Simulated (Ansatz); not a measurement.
System: interstitial H in wurtzite ZnO (charge state +1). All values below come from PBE, PAW (plane waves to 420 eV; Ansatz, a program for electronic structure).

Cell of 72 host sites held at the relaxed PBE lattice; one k-point at (0.125, 0.250, 0.250); Fermi-Dirac width 0.01 eV, spin-restricted; finite-size errors left in. Static, classical nuclei. The charge state is imposed; whether it is stable for some Fermi level was not computed. Sites that were not tried may lie lower.

Barriers: single points on a 2×2×2 k-point mesh shifted by half a step along c at the bands' geometries.

Relaxed starting cell (atoms counted from 1):

```xyz
73
Lattice="9.8385 0.0000 0.0000 -4.9192 8.5204 0.0000 0.0000 0.0000 10.5876" Properties=species:S:1:pos:R:3 pbc="T T T"
Zn     1.6345     1.0643     2.7422
Zn     1.6346     1.0547     7.8348
Zn    -0.0030     3.7831     2.6243
Zn     0.0006     3.7850     7.9475
Zn    -1.5396     6.5596     2.7412
Zn    -1.5469     6.5650     7.8353
Zn     4.9207     0.9452     2.6313
Zn     4.9258     0.9476     7.9417
Zn     3.2701     3.7832     2.6255
Zn     3.2675     3.7850     7.9466
Zn     1.6336     6.6184     2.6238
Zn     1.6345     6.6151     7.9470
Zn     8.1862     0.9448     2.6313
Zn     8.1820     0.9475     7.9411
Zn     6.5529     3.7720     2.6319
Zn     6.5535     3.7674     7.9413
Zn     4.8074     6.5598     2.7393
Zn     4.8159     6.5646     7.8352
Zn    -0.0400     1.9127     5.2802
Zn    -0.0155     1.8953    10.5814
Zn    -1.6508     4.7016     5.2801
Zn    -1.6535     4.7298    10.5806
Zn    -3.2901     7.5753     5.3504
Zn    -3.2890     7.5746     9.7634
Zn     3.2988     1.9124     5.2802
Zn     3.2748     1.8960    10.5815
Zn     1.6287     4.7365     5.2835
Zn     1.6289     4.7362    10.5765
Zn     0.0188     7.5932     5.2793
Zn    -0.0080     7.5811    10.5804
Zn     6.5487     1.8949     5.2850
Zn     6.5491     1.8950    10.5722
Zn     4.9093     4.7020     5.2795
Zn     4.9113     4.7295    10.5807
Zn     3.2409     7.5926     5.2789
Zn     3.2670     7.5807    10.5803
O      1.6302     0.9463     4.7211
O      1.6308     0.9811     9.8925
O     -0.0051     3.7913     4.6269
O     -0.0117     3.7867     9.9475
O     -1.6515     6.6292     4.7183
O     -1.6217     6.6102     9.8910
O      4.9143     0.9508     4.6311
O      4.9052     0.9456     9.9429
O      3.2651     3.7911     4.6281
O      3.2705     3.7870     9.9466
O      1.6300     6.6226     4.6262
O      1.6301     6.6302     9.9467
O      8.1848     0.9505     4.6308
O      8.1934     0.9454     9.9426
O      6.5494     3.7820     4.6316
O      6.5487     3.7913     9.9425
O      4.9115     6.6285     4.7172
O      4.8815     6.6096     9.8903
O      0.0000     1.8823     1.9993
O     -0.0356     1.9066     7.2795
O     -1.6496     4.7378     1.9988
O     -1.6463     4.6936     7.2792
O     -3.2861     7.5708     2.2562
O     -3.2848     7.5695     7.4212
O      3.2669     1.8830     1.9998
O      3.3038     1.9068     7.2800
O      1.6333     4.7293     1.9911
O      1.6331     4.7296     7.2912
O     -0.0160     7.5675     1.9981
O      0.0239     7.5870     7.2786
O      6.5529     1.8885     1.9865
O      6.5531     1.8885     7.2874
O      4.9154     4.7369     1.9986
O      4.9129     4.6937     7.2792
O      3.2825     7.5669     1.9974
O      3.2442     7.5864     7.2782
H      1.6324    -0.9457     1.2817
```
Cell charge +1.

End state 1 differs by these moves (Å; atoms that move under 0.08 Å are left out):

| atom | element | Δx | Δy | Δz |
|---|---|---|---|---|
| 1 | Zn | 0.01 | 0.18 | 0.00 |
| 2 | Zn | 0.00 | -0.10 | 0.07 |
| 5 | Zn | 0.08 | 0.03 | 0.00 |
| 6 | Zn | -0.08 | 0.05 | 0.07 |
| 17 | Zn | -0.08 | 0.03 | 0.01 |
| 18 | Zn | 0.09 | 0.05 | 0.06 |
| 24 | Zn | 0.00 | 0.03 | 0.61 |
| 59 | O | -0.01 | -0.40 | -0.39 |
| 60 | O | 0.00 | 0.00 | -0.12 |
| 73 | H | -0.01 | -1.35 | 0.31 |

Problem. Give the forward and backward barriers to end state 1 at the level PBE, PAW.

Solution. forward 0.22 eV, backward 0.050 eV; at the saddle point atom 73 has neighbours O at 0.98; Zn at 2.15 Å. The check of the saddle point's order was inconclusive, and it lies on a symmetry element of the cell, where a band can be held.

End state 2 differs by these moves (Å; atoms that move under 0.08 Å are left out):

```json
[
 {"atom": "1", "element": "Zn", "Δx": "0.00", "Δy": "-0.03", "Δz": "-0.09"},
 {"atom": "2", "element": "Zn", "Δx": "0.00", "Δy": "-0.09", "Δz": "0.04"},
 {"atom": "3", "element": "Zn", "Δx": "0.04", "Δy": "-0.07", "Δz": "0.00"},
 {"atom": "5", "element": "Zn", "Δx": "0.47", "Δy": "-0.26", "Δz": "0.19"},
 {"atom": "6", "element": "Zn", "Δx": "-0.10", "Δy": "0.06", "Δz": "0.09"},
 {"atom": "11", "element": "Zn", "Δx": "0.08", "Δy": "0.00", "Δz": "0.00"},
 {"atom": "17", "element": "Zn", "Δx": "0.01", "Δy": "0.01", "Δz": "-0.08"},
 {"atom": "18", "element": "Zn", "Δx": "0.07", "Δy": "0.05", "Δz": "0.04"},
 {"atom": "21", "element": "Zn", "Δx": "0.00", "Δy": "-0.03", "Δz": "0.08"},
 {"atom": "24", "element": "Zn", "Δx": "-0.07", "Δy": "0.04", "Δz": "0.57"},
 {"atom": "29", "element": "Zn", "Δx": "0.03", "Δy": "0.02", "Δz": "0.08"},
 {"atom": "37", "element": "O", "Δx": "0.01", "Δy": "-0.01", "Δz": "-0.09"},
 {"atom": "42", "element": "O", "Δx": "-0.06", "Δy": "0.04", "Δz": "0.06"},
 {"atom": "53", "element": "O", "Δx": "0.01", "Δy": "0.00", "Δz": "-0.09"},
 {"atom": "59", "element": "O", "Δx": "-0.19", "Δy": "0.10", "Δz": "-0.41"},
 {"atom": "60", "element": "O", "Δx": "-0.01", "Δy": "0.00", "Δz": "-0.14"},
 {"atom": "73", "element": "H", "Δx": "0.63", "Δy": "-0.40", "Δz": "0.69"}
]
```

Problem. What forward and backward barriers to end state 2 does PBE, PAW give?

Solution. forward 0.23 eV, backward 0.090 eV; at the saddle point atom 73 has neighbours O at 0.98; 2 Zn at 2.11 Å. The check of the saddle point's order was inconclusive, and it lies on a symmetry element of the cell, where a band can be held.
